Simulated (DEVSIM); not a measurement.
Device: Ru/SiO2/p-Si capacitor, at 300 K.

| layer (left to right) | material | thickness (nm) | Na (cm⁻³) |
|---|---|---|---|
| 1 | SiO2 | 1.10 | - |
| 2 | Si | 4300 | 1.8e16 |

Metal gate on the left, work function 4.7 eV. Fixed charge at the semiconductor interface 0 cm⁻² (in units of +e); no interface traps.

The device is made up for the run: typed textbook-type constants, with dimensions and the other settings drawn at random. Values at 300 K.

```csv
parameter,SiO2,Si
gap (eV),9,1.124
affinity (eV),0.9,4.05
permittivity,3.9,11.7
Nc (cm⁻³),-,2.86e19
Nv (cm⁻³),-,3.1e19
```

Simulated with DEVSIM: 1D Poisson equation in equilibrium, Boltzmann statistics, complete ionisation; no quantum confinement or tunnelling. Metal contacts follow the ideal Schottky-Mott rule: no Fermi-level pinning, no interface dipoles.

Question: Tabulate band edges, carrier densities and field at 0.2 V on the gate.

Answer: Energies count from the Fermi level of the right contact; mesh points crowd at the junctions.

| x (μm) | Ec (eV) | Ev (eV) | n (cm⁻³) | p (cm⁻³) | field (V/cm) |
|---|---|---|---|---|---|
| 0.000 | 3.600 | -5.400 | < 1e2 | < 1e2 | 150000 |
| 0.0005683 | 3.608 | -5.392 | < 1e2 | < 1e2 | 150000 |
| 0.001181 | 0.467 | -0.657 | 4.2e11 | 2.8e8 | 49000 |
| 0.002469 | 0.473 | -0.651 | 3.2e11 | 3.6e8 | 49000 |
| 0.006698 | 0.493 | -0.631 | 1.5e11 | 7.9e8 | 48000 |
| 0.01371 | 0.526 | -0.598 | 4.1e10 | 2.8e9 | 46000 |
| 0.02799 | 0.589 | -0.535 | 3.6e9 | 3.2e10 | 42000 |
| 0.07237 | 0.748 | -0.376 | 7800000 | 1.5e13 | 30000 |
| 0.1475 | 0.894 | -0.230 | 28000 | 4.2e15 | 9900 |
| 0.3005 | 0.931 | -0.193 | 6500 | 1.8e16 | 100 |
| 0.6123 | 0.931 | -0.193 | 6500 | 1.8e16 | ≈ 0 |
| 1.636 | 0.931 | -0.193 | 6500 | 1.8e16 | ≈ 0 |
| 2.870 | 0.931 | -0.193 | 6500 | 1.8e16 | ≈ 0 |
| 3.599 | 0.931 | -0.193 | 6500 | 1.8e16 | ≈ 0 |
| 4.030 | 0.931 | -0.193 | 6500 | 1.8e16 | ≈ 0 |
| 4.169 | 0.931 | -0.193 | 6500 | 1.8e16 | ≈ 0 |
| 4.237 | 0.931 | -0.193 | 6500 | 1.8e16 | ≈ 0 |
| 4.270 | 0.931 | -0.193 | 6500 | 1.8e16 | ≈ 0 |
| 4.290 | 0.931 | -0.193 | 6500 | 1.8e16 | ≈ 0 |
| 4.296 | 0.931 | -0.193 | 6500 | 1.8e16 | ≈ 0 |
| 4.299 | 0.931 | -0.193 | 6500 | 1.8e16 | ≈ 0 |
| 4.301 | 0.931 | -0.193 | 6500 | 1.8e16 | ≈ 0 |
